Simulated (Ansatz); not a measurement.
Neutral impurities on the F site of rock-salt LiF: relaxed bond lengths against the impurity's covalent radius (Cordero's table). These are PBE, PAW (plane waves to 420 eV; Ansatz, a quantum-chemistry and plane-wave program) values and carry that method's errors. Details: 64-site cell; 2×2×2 shifted k-points; host gap 8.83 eV; no spin–orbit coupling; not converged in cell size.

```tsv
impurity	x: covalent radius (Å)	y: mean distance to the nearest shell of neighbours (Å)
H	0.31	2.04
O	0.66	2.06
Cl	1.02	2.23
S	1.05	2.26
Br	1.20	2.28
I	1.39	2.39
Se	1.20	?
```

Problem. Fit a straight line to the 6 complete rows and predict the last.

Solution. Means: x = 0.938, y = 2.210; Sxx = 0.764, Sxy = 0.255. Slope 0.255 / 0.764 = 0.33, intercept 2.210 − 0.33 × 0.938 = 1.90 Å; the rows scatter by 0.04 Å about the line, and R² = 0.93. Prediction: 1.90 + 0.33 × 1.20 = 2.30 Å. The calculation gave 2.30 Å, 0.00 Å above the line, within its scatter.
